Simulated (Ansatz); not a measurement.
Functionals compared on a constructed model of the (111) surface of fcc Ag, a pseudomorphic layer of In in the host's stacking (bottom of the slab: a bare face, its two planes held), in Ansatz (plane waves, PAW). The structure was relaxed with PBE; the other rows are single points on it. Cutoff 420 eV (500 eV for r2SCAN).

Slab: 7 atoms, 14.4 Å thick at the start with caps and adatoms; k 15x15x1, smearing 0.1 eV, dipole-corrected; 2 atoms held, the rest relaxed; held to the start's symmetry, so lower structures may exist; no spin, no spin-orbit, no U. In PBE it is, or lies within 0.01 eV a 1x1 cell of, the lowest of the 2 structures of its composition computed so far; subsurface sites and larger cells were not tried. These notes are the PBE run's.

```csv
functional,work function of the top face (eV),rough cost of the single point
PBE,3.82,–
RPBE,3.68,very roughly 16 core-seconds
r2SCAN,___,about 30 core-seconds (a rough figure)
```

Task: What belongs in the gaps?

Result: 
- r2SCAN, work function of the top face (eV): 3.88

Ansatz is a program for electronic structure.
